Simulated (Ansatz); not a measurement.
Functionals compared on a constructed model of the (0001) surface of hcp Co, ferromagnetic, a pseudomorphic layer of Ru in the host's stacking (bottom of the slab: a bare face, its two planes held), in Ansatz (plane waves, PAW). The structure was relaxed with PBE; the other rows are single points on it. Cutoff 420 eV.

Model: 7-atom slab, 12.5 Å thick at the start with caps and adatoms (thin: gaps and levels are the slab's own), 17x17x1 mesh, Fermi-Dirac 0.1 eV, dipole correction, 2 atoms held, the rest relaxed; held to the start's symmetry, so lower structures may exist; spin-polarised, ending with about 9.6 μB a cell; orders that need a larger cell were not tried, no spin-orbit, no U. In PBE it is, or lies within 0.01 eV a 1x1 cell of, the lowest of the 2 structures of its composition computed so far; subsurface sites and larger cells were not tried. These notes are the PBE run's.

```json
[
 {"functional": "PBE", "work function of the top face (eV)": "5.24", "magnetic moment of the cell (μB)": "9.56", "rough cost of the single point": "–"},
 {"functional": "RPBE", "work function of the top face (eV)": "___", "magnetic moment of the cell (μB)": "9.67", "rough cost of the single point": "around 2.0 core-minutes (rough)"}
]
```

Problem. What belongs in the gaps?

Solution. 
- RPBE, work function of the top face (eV): 5.08

Ansatz is a quantum-chemistry and plane-wave program.
